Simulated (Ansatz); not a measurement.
Surface energy of faces of bcc Na in PBE and in r2SCAN, in Ansatz (plane waves, PAW). Symmetric slabs relaxed with PBE from ideal cuts in 1x1 cells (the lowest computed cut and spin start of each face; real faces may reconstruct in larger cells); r2SCAN values are single points on them, with the bulk at the same level. No spin-orbit coupling, no U.

```
face   PBE (J/m²)  r2SCAN (J/m²)
-----  ----------  -------------
(100)        0.23           0.25
(110)        0.21           0.23
(111)        0.25              ?
(210)        0.22           0.25
(211)        0.23           0.26
(221)        0.24           0.27
(310)        0.23           0.25
(320)        0.22           0.25
(332)        0.25           0.27
```

**Question.** Fit a straight line y = a·x + b by least squares to the 8 complete rows (x: PBE (J/m²); y: r2SCAN (J/m²)).

**Answer.** the means are x̄ = 0.2288 and ȳ = 0.2538; Σ(x − x̄)² = 0.0010875 and Σ(x − x̄)(y − ȳ) = 0.0010375, so a = 0.954 and b = ȳ − a·x̄ = 0.036. The largest residual is 0.006.

**Question.** What does the line predict for the withheld row, (111), and what did the calculation give?

**Answer.** the line gives 0.27; the calculation gave 0.28, a miss of 0.01, of the size of the fitted rows' scatter and rounding.

Ansatz is a quantum-chemistry and plane-wave program.
